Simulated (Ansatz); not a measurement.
# Hypothetical Fddd WSi2: response to strain

Start from WSi₂ (space group Fddd, No. 70; a hypothetical phase, not in the database extracts checked).

```xyz
6
Lattice="0.0000 3.9368 4.4574 2.2784 0.0000 4.4574 2.2784 3.9368 0.0000" Properties=species:S:1:pos:R:3 pbc="T T T"
Si     2.2784     5.2279     4.4574
Si     2.2784     2.6457     4.4574
Si     3.4176     4.6141     6.6861
Si     3.4176     7.1963     6.6861
W      0.0000     0.0000     0.0000
W      1.1392     1.9684     2.2287
```

Cartesian axes are those of the cell as printed.

Strains are applied to the cell and any free atomic positions relax.

Computed with PBEsol (Ansatz, a program for electronic structure, PAW, without spin-orbit coupling).

Notes on the quantities. pressure: mean of the normal stresses, compression positive; energy relative to the base: free energy F.

```csv
variant,pressure,volume per atom,energy relative to the base
base,0.0 GPa,13.33 Å³,0 meV/atom
isotropic strain −1.11 %,(withheld),12.89 Å³,(withheld)
isotropic strain −0.82 %,6.0 GPa,13.00 Å³,+6.0 meV/atom
isotropic strain +5.28 %,(withheld),15.55 Å³,+0.202 eV/atom
tensor shear ε_xy = −0.93 %,0.1 GPa,13.33 Å³,(withheld)
```

Problem. Complete the table.

Solution. 
- isotropic strain −1.11 %, pressure: 8.3 GPa
- isotropic strain −1.11 %, energy relative to the base: +11 meV/atom
- isotropic strain +5.28 %, pressure: -25.2 GPa
- tensor shear ε_xy = −0.93 %, energy relative to the base: +2.7 meV/atom

Without a gap, meshes like the base's 13×13×13 leave anisotropic stresses uncertain by several tenths of a GPa, and small strain energies with them. Stability against distortions was not tested. The final runs are not spin-polarised.
